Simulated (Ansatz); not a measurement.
The starting structures come from a database of crystals and need not be the phases stable at ambient conditions.

The decay constant κ of evanescent states in the gap governs leakage through a thin film.

```xyz
10
Lattice="5.7894 0.0000 0.0000 0.0000 8.3972 0.0000 2.8947 4.1986 2.8947" Properties=species:S:1:pos:R:3 pbc="T T T"
Sr     2.8947     6.2979     0.0000
Sr     2.8947     2.0993     0.0000
Y      0.0000     0.0000     0.0000
Ta     0.0000     4.1986     0.0000
O      0.0000     2.2104     0.0000
O      0.0000     6.1868     0.0000
O      1.7148     4.1986     1.0039
O      6.9693     8.3972     1.8908
O      4.7855     4.1986     1.7148
O      3.8986     8.3972     1.1799
```

Space group of this cell: I4/m. The cell is taken as given; by PBEsol its mean pressure is -1.1 GPa.

Transport runs along the normal of the first two printed cell vectors, the (100) plane of the conventional cell.

The gap is the functional's own, uncorrected, and κ follows it; spin-orbit coupling is left out. Mid-gap values are interpolated between the computed energies.

Predict the band gap and the smallest decay constant κ at mid-gap from PBEsol in Ansatz (an electronic-structure program).

Gap 3.89 eV on a 10×10×10 mesh; κ = 0.314 1/Å, at the zone centre.
